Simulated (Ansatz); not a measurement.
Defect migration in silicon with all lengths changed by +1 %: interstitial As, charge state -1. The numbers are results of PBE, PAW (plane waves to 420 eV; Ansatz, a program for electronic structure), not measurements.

Settings: 64 host sites, the strained lattice (strain from the relaxed PBE one, atoms relaxed), a 2×2×2 k-point mesh shifted by half a step, smearing 0.01 eV, spin-restricted, no image-charge correction. Static, classical nuclei. The charge state is imposed; whether it is stable for some Fermi level was not computed. Sites that were not tried may lie lower.

Barriers: single points on a 3×3×3 k-point mesh shifted by half a step at the bands' geometries.

Relaxed starting cell (atoms counted from 1):

```xyz
65
Lattice="11.0494 0.0000 0.0000 0.0000 11.0494 0.0000 0.0000 0.0000 11.0494" Properties=species:S:1:pos:R:3 pbc="T T T"
Si     0.0064    -0.0020     2.7681
Si     0.0123     0.0280     8.2889
Si    -0.0049     5.5315     2.7507
Si    -0.0648     5.5478     8.3472
Si     5.5438     0.0005     2.7463
Si     5.5289     0.0192     8.2718
Si     5.6114     5.5081     2.6190
Si     5.5195     5.5580     8.2717
Si     1.3799     4.1623     1.3620
Si     1.2563     4.1809     6.9779
Si     1.4025     9.6925     1.3734
Si     1.3771     9.6914     6.9144
Si     6.9828     4.1435     1.2996
Si     6.9059     4.1339     6.8911
Si     6.9212     9.6644     1.3830
Si     6.9076     9.6754     6.8948
Si     0.0228     2.7693    -0.0208
Si    -0.0155     2.7821     5.5208
Si    -0.0070     8.3101     0.0193
Si    -0.0128     8.3101     5.5267
Si     5.5344     2.7786    -0.0281
Si     5.6740     2.6027     5.4632
Si     5.5390     8.3046    -0.0009
Si     5.4929     8.3030     5.5357
Si     1.3738     1.3853     4.1585
Si     1.4237     1.4198     9.6314
Si     1.3202     6.9885     4.0881
Si     1.3634     6.9355     9.6849
Si     7.0344     1.2771     4.1101
Si     6.9193     1.3920     9.6493
Si     6.8490     6.8664     4.1633
Si     6.9155     6.9101     9.6753
Si     2.7784     0.0422    -0.0012
Si     2.7658     0.0033     5.5250
Si     2.7624     5.5379    -0.0199
Si     2.3333     5.9400     5.8930
Si     8.2902     0.0077    -0.0056
Si     8.3533    -0.0487     5.5363
Si     8.3268     5.5429    -0.0208
Si     8.2805     5.5202     5.5279
Si     4.5304     3.7370     3.6809
Si     4.1578     4.1721     9.6474
Si     4.1546     9.6891     4.1358
Si     4.1711     9.7430     9.7207
Si     9.6635     4.1550     4.1324
Si     9.6637     4.1494     9.6919
Si     9.6799     9.6510     4.1442
Si     9.6743     9.6839     9.6597
Si     2.7117     2.7021     2.6869
Si     2.7935     2.8216     8.2220
Si     2.7896     8.3048     2.7452
Si     2.7424     8.4199     8.4068
Si     8.3188     2.7594     2.7319
Si     8.3083     2.7823     8.2837
Si     8.2618     8.2702     2.7934
Si     8.2809     8.3003     8.2864
Si     4.1583     1.3848     1.3578
Si     4.1658     1.3912     6.8617
Si     4.1501     6.9094     1.3530
Si     4.0911     7.0963     7.0461
Si     9.6991     1.3810     1.3617
Si     9.6783     1.3869     6.9071
Si     9.6603     6.9226     1.3917
Si     9.6552     6.9144     6.9028
As     4.3501     4.8589     5.6826
```
Cell charge -1.

End state 1 differs by these moves (Å; atoms that move under 0.08 Å are left out):

```json
[
 {"atom": "4", "element": "Si", "Δx": "0.06", "Δy": "0.00", "Δz": "-0.06"},
 {"atom": "7", "element": "Si", "Δx": "0.07", "Δy": "-0.03", "Δz": "-0.04"},
 {"atom": "10", "element": "Si", "Δx": "0.06", "Δy": "-0.08", "Δz": "-0.01"},
 {"atom": "20", "element": "Si", "Δx": "-0.05", "Δy": "0.06", "Δz": "0.00"},
 {"atom": "22", "element": "Si", "Δx": "-0.06", "Δy": "0.04", "Δz": "0.03"},
 {"atom": "27", "element": "Si", "Δx": "-0.07", "Δy": "0.01", "Δz": "0.08"},
 {"atom": "31", "element": "Si", "Δx": "0.06", "Δy": "0.04", "Δz": "-0.05"},
 {"atom": "50", "element": "Si", "Δx": "0.00", "Δy": "-0.06", "Δz": "0.07"},
 {"atom": "51", "element": "Si", "Δx": "0.01", "Δy": "-0.07", "Δz": "0.06"},
 {"atom": "65", "element": "As", "Δx": "-0.03", "Δy": "0.88", "Δz": "-0.87"}
]
```

Problem. Estimate the forward and backward barriers to end state 1 that PBE, PAW returns for this input.

Solution. forward 0.063 eV, backward 0.063 eV; at the saddle point atom 65 has neighbours Si at 2.27, Si at 2.34, Si at 2.69, Si at 2.82, Si at 2.83 Å. The saddle point's order was not checked, and it lies on a symmetry element of the cell, where a band can be held.
